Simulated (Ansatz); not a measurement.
We consider antifluorite Be2C, described by PBE in Ansatz (plane waves, PAW).

Settings: plane-wave cutoff 520 eV, 14×14×14 k mesh, perturbation theory, scalar-relativistic PAW data made under PBE.

Computed at the level's own relaxed cell.

Q: What does this level give for the high-frequency dielectric constant and dielectric constant ε0 (ions relaxed)?

A: 
* **high-frequency dielectric constant**: 6.98
* **dielectric constant ε0 (ions relaxed)**: 14.9

Cost on a shared machine: very roughly 2.2 core-minutes.

Ansatz is a quantum-chemistry and plane-wave program.
